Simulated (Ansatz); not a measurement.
SiC3 (model structure, P-4m2, No. 115, 4 atoms in the cell) was calculated with r²SCAN in Ansatz (PAW).

Run with plane-wave cutoff 560 eV, 12×12×8 k mesh (along the axes of the cell as run), Fermi–Dirac smearing 0.01 eV, scalar-relativistic PAW data made under PBE.

Cell (relaxed at this level):

```
CELL_PARAMETERS angstrom
      2.79628     0.00000     0.00000
      0.00000     2.79628     0.00000
      0.00000     0.00000     4.09024
ATOMIC_POSITIONS crystal
  C  0.00000 0.00000 0.00000
  C  0.00000 0.50000 0.78628
  Si 0.50000 0.50000 0.50000
  C  0.50000 0.00000 0.21372
```

Q: Give the computed band gap and smallest direct gap on the k points sampled.

A: 
- band gap: 1.65 eV (indirect)
- smallest direct gap on the k points sampled: 2.15 eV

Note: the relaxation could raise the start's symmetry but not lower it, so the cell can be a saddle point.

Static lattice: no zero-point or thermal effects.

Cost on a shared machine: very roughly 13 core-seconds.

A model structure was made by putting elements into a prototype or built by hand; it is no filed structure, need not be a known phase, and can be a saddle point held by its symmetry.

Ansatz is a program for electronic structure.
